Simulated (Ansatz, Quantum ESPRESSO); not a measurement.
A Quantum ESPRESSO input for a self-consistent single point of BaTiO3 (Pm-3m, 5 atoms in the cell) (DFT, PBE, plane waves, PseudoDojo standard norm-conserving (PBE) pseudopotentials):

```fortran
&CONTROL
   calculation = 'scf',
   outdir = './out',
   pseudo_dir = './',
   verbosity = 'high',
   tprnfor = .true.,
   tstress = .true.,
/
&SYSTEM
   ibrav = 0,
   nat = 5,
   ntyp = 3,
   ecutwfc = 85,
   occupations = 'fixed',
   nbnd = 24,
/
&ELECTRONS
   conv_thr = 1.0d-10,
   mixing_beta = 0.5,
/
ATOMIC_SPECIES
Ba   137.3270  Ba.upf
Ti    47.8670  Ti.upf
O     15.9990  O.upf
ATOMIC_POSITIONS {crystal}
Ba    0.50000000    0.50000000    0.50000000
Ti    0.00000000    0.00000000    0.00000000
O     0.50000000    0.00000000    0.00000000
O     0.00000000    0.50000000    0.00000000
O     0.00000000    0.00000000    0.50000000
K_POINTS {automatic}
4 4 4  0 0 0
CELL_PARAMETERS {angstrom}
   3.98801000     0.00000000     0.00000000
   0.00000000     3.98801000     0.00000000
   0.00000000     0.00000000     3.98801000
```

Q: Give the Ansatz (a first-principles code) input for the same structure, mesh, smearing and functional.

A: This is the input that was run; spellings and numerical settings could be chosen otherwise.

Ansatz 0.2 input:
```yaml
# BaTiO3
crystal:
  lattice:
    - [3.988010, 0.000000, 0.000000]
    - [0.000000, 3.988010, 0.000000]
    - [0.000000, 0.000000, 3.988010]
  atoms:
    - { symbol: Ba, position_ang: [1.994005, 1.994005, 1.994005] }
    - { symbol: Ti, position_ang: [0.000000, 0.000000, 0.000000] }
    - { symbol: O, position_ang: [1.994005, 0.000000, 0.000000] }
    - { symbol: O, position_ang: [0.000000, 1.994005, 0.000000] }
    - { symbol: O, position_ang: [0.000000, 0.000000, 1.994005] }
kpoints:
  mp_grid: { grid: [4, 4, 4] }
hamiltonian:
  xc: pbe
  pseudopotentials: { kind: paw }
scf:
  occupations: { method: fixed }
output:
  forces: true
  eigenvalues: true
  stress: true
```

Basis settings and potentials, where a program has them, do not carry over. This input uses DFT, PBE, plane waves, default PAW files.

The starting cell comes from a database of computed structures (which also holds hypothetical and non-ambient phases and stackings), without a prior relaxation at this level. Its lattice was rescaled by a random factor within 2.5 % of one. For this run, on top of that: lattice scaled by 0.98.
